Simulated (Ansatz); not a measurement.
## AlN under a change: isotropic strain −1.50 %

Base system: AlN in the zinc blende structure (space group F-43m, No. 216; a = 4.378 Å).

Modification: the cell is scaled by 0.9850 in all directions; the atoms relax in the strained cell.

Level of theory: DFT with PBEsol, PAW potentials and a 420 eV plane-wave cutoff in Ansatz (an electronic-structure program), no spin-orbit coupling. k-mesh 13×13×13 (Γ-centred); smearing 0.05 eV (Fermi–Dirac).

The volume per atom decreases by 0.465 Å³, from 10.49 Å³ to 10.02 Å³ and the space group remains F-43m (No. 216). The shortest interatomic distance decreases by 0.0284 Å to 1.867 Å and the energy rises by 14 meV/atom. The pressure increases by 9.915 GPa to 9.91 GPa and the band gap rises by 0.02 eV, from 3.19 eV to 3.21 eV (an upper bound: an edge found on the path is not a true extremum; the changed cell).

Gaps are Kohn–Sham eigenvalue differences; semilocal functionals usually give less than the measured gap. No phonon test of stability was made. This is not the structure that AlN has at room temperature and ambient pressure.
